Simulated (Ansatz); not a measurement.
Results of PBEsol in Ansatz (PAW) for B20 (FeSi-type) FeGe.

Numerical settings: plane-wave cutoff 520 eV, 12×12×12 k mesh, Fermi–Dirac smearing 0.05 eV, spin-polarised with parallel moments, scalar-relativistic PAW data made under PBE.

Shape and atoms are relaxed at each volume.

Pressure at four volumes; x = ln(V/12.140 Å³). One pressure is withheld.

```csv
V (Å³/atom),x,P (GPa)
11.655,-0.0408,8.33
12.140,0.0000,-0.01
12.383,0.0198,-3.49
12.626,0.0393,?
```

**Question.** Pass a parabola P(x) through the three rows shown, estimate the bulk modulus and its pressure derivative near zero pressure, and predict the withheld pressure.

**Answer.** Slopes between the rows: (-0.01 − (8.33))/(0.0000 − (-0.0408)) = -204.41 and (-3.49 − (-0.01))/(0.0198 − (0.0000)) = -175.76 GPa. Their difference over the span 0.0606 is c = 28.65/0.0606 = 472.8 GPa, so P(x) = 8.33 + (-204.41)(x − (-0.0408)) + 472.8 (x − (-0.0408))(x − (0.0000)). At the middle row B = −dP/dx = −[-204.41 + 472.8 × 0.0408] = 185.1 GPa, and B′ = dB/dP = 2c/B = 5.1. At x = 0.0393 the parabola gives -6.55 GPa; the run gives -6.55 GPa. The Birch–Murnaghan fit to the energies at all volumes has B0 = 185 GPa and B′ = 5.1.

Measured, for comparison: bulk modulus 147 ± 3 GPa (82 K, zero-point motion not removed; as tabulated in Wilhelm et al. (2007), arXiv:cond-mat/0703031). Computed (rounded) less measured: bulk modulus +26 %.

Note: the collinear magnetic order is the start's and need not be the measured one; the bulk modulus comes from volumes at which shape and atoms were relaxed.

Ansatz is a first-principles code.
